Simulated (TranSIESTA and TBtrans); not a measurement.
Sn chain with one O atom inserted

System: Sn chain with one O atom inserted. Leads: straight Sn chain, spacing 2.612 Å. Geometry: 3 atoms about the centre moved by SIESTA (PBE, DZP) to a largest force of 0.04 eV/Å, all others as built, motion along the axis alone.

TranSIESTA and TBtrans, PBE, DZP numerical orbitals (energy shift 0.15 eV), PseudoDojo norm-conserving scalar-relativistic potentials, mesh cutoff 200 Ry, 300 K, spin-polarised (collinear), no spin-orbit coupling; self-consistent non-equilibrium Green functions.

- Conductance at 300 K (G0 = 2e²/h) = 1.42
- Mean T from −0.5 to 0.5 eV = 1.31

Energies count from the leads' Fermi level. Transmissions are for each spin. The energy step is 0.01 eV; narrower resonances are cut or missed.

```tsv
E (eV)	T up	T down	lead channels up	down
-1.95	0.75	0.75	1	1
-1.80	0.71	0.71	1	1
-1.65	0.68	0.68	1	1
-1.50	0.65	0.65	1	1
-1.35	0.63	0.63	1	1
-1.20	0.61	0.61	1	1
-1.05	0.60	0.60	1	1
-0.90	0.67	0.67	3	3
-0.75	0.77	0.77	3	3
-0.60	0.91	0.90	3	3
-0.45	1.08	1.07	3	3
-0.30	1.24	1.24	3	3
-0.15	1.37	1.37	3	3
0.00	1.42	1.43	3	3
0.15	1.41	1.42	3	3
0.30	1.35	1.36	3	3
0.45	1.27	1.28	3	3
0.60	1.18	1.19	3	3
0.75	1.10	1.11	3	3
0.90	1.04	1.04	3	3
1.05	0.98	0.98	3	3
1.20	0.94	0.94	3	3
1.35	0.90	0.90	3	3
1.50	0.87	0.87	3	3
1.65	0.85	0.85	3	3
1.80	0.83	0.83	3	3
1.95	0.81	0.81	3	3
```

Moments were seeded on the central atoms alone, and one start was tried. The straight chain is held at its spacing; free chains may zigzag or dimerise.
